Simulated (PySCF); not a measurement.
PySCF 2.14.0, WB97X/def2-svp, df: W(NH)2(Cl)2 ([NH]=[W](=[NH])([Cl])[Cl]), 7 atoms. The geometry is a generated start, not checked to be a minimum at this level.

- task = energy
- method = wb97x
- basis = def2-svp
- two-electron scheme = density fitting
- mol.max_memory = 3000 MB
- mf.max_cycle = 100
- mf.init_guess = minao (default)
- mf.conv_tol = 1e-09 (default)
- mf.grids.level = 3 (default)
- effective core potentials = those of the basis set, past Kr
- basis functions = 106
- grid points = 109488

```xyz
7

W      0.0651     0.2862     0.2934
N     -1.4629    -0.5931     0.0788
H     -2.2215    -1.2019    -0.2236
N      1.2801    -0.2064    -0.9027
H      1.8023    -0.6361    -1.6647
Cl    -0.3102     2.4506     0.1006
Cl     0.8472    -0.0994     2.3181
```

Charge 0 and multiplicity 1 are set for this test and not shown to be the ground state.

With the defaults (mf.DIIS = CDIIS, mf.diis = true, newton = off, mf.damp = 0, mf.diis_start_cycle = 1, mf.diis_space = 8, mf.level_shift = 0, mf.diis_damp = 0) it converges in 14 Fock builds. One run each on 2 threads, 1 BLAS thread, with these changes:
- mf.diis = false, mf.damp = 0.7, mf.diis_start_cycle = 999
- mf.diis = false
- mf.DIIS = EDIIS
- mf.damp = 0.3, mf.diis_start_cycle = 4
- newton = Hessian by the SCF's own integrals
- mf.level_shift = 1 Hartree
- mf.diis_space = 5
- mf.diis_damp = 0.3
- mf.diis_space = 20

Which of these changes keep the SCF from converging, or lead it to another solution?

No convergence: mf.DIIS = EDIIS; mf.diis = false (the run ends without SCF convergence in 100 cycles). The rest reach the solution of the defaults.

```tsv
setting	Fock builds	end
the defaults	14	same solution
mf.diis_space = 20	14	same solution
mf.diis_space = 5	15	same solution
mf.diis_damp = 0.3	15	same solution
mf.damp = 0.3, mf.diis_start_cycle = 4	17	same solution
mf.level_shift = 1 Hartree	29	same solution
newton = Hessian by the SCF's own integrals	32	same solution
mf.diis = false, mf.damp = 0.7, mf.diis_start_cycle = 999	43	same solution
mf.DIIS = EDIIS	101	no convergence
mf.diis = false	101	no convergence
```

Under newton the count holds the products with the orbital Hessian.
